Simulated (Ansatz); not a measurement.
Total g(r) from a molecular-dynamics run [in the run: one k-point, which a denser mesh shifts by 0.0 GPa in pressure and 0.08 eV/Å in forces]. Level of theory: PBE (plane waves, PAW; Ansatz, a quantum-chemistry and plane-wave program).

(r (Å), g(r)): (1.02, 0.00); (1.14, 0.00); (1.26, 0.00); (1.38, 0.00); (1.50, 0.00); (1.62, 0.00); (1.74, 0.00); (1.86, 0.00); (1.98, 0.01); (2.10, 0.24); (2.22, 1.01); (2.34, 1.75); (2.46, 1.95); (2.58, 1.81); (2.70, 1.43); (2.82, 1.18); (2.94, 1.07); (3.06, 1.00); (3.18, 0.91); (3.30, 0.94); (3.42, 0.89); (3.54, 0.94); (3.66, 0.95); (3.78, 0.96); (3.90, 0.95); (4.02, 1.01); (4.14, 0.96); (4.26, 0.98); (4.38, 0.95); (4.50, 0.98); (4.62, 0.97); (4.74, 0.97); (4.86, 0.98); (4.98, 1.03); (5.10, 1.02); (5.22, 0.99); (5.34, 1.02)

**Question.** Which system gave this curve?
(A) GaN (zinc blende; a metastable form), crystal, 282 K, 1.9 GPa
(B) Si15P, liquid, 2239 K
(C) W (bcc), crystal, 310 K, 7.5 GPa
(D) Al (fcc), crystal, 295 K, 3.9 GPa

**Answer.** B, Si15P, liquid, 2239 K
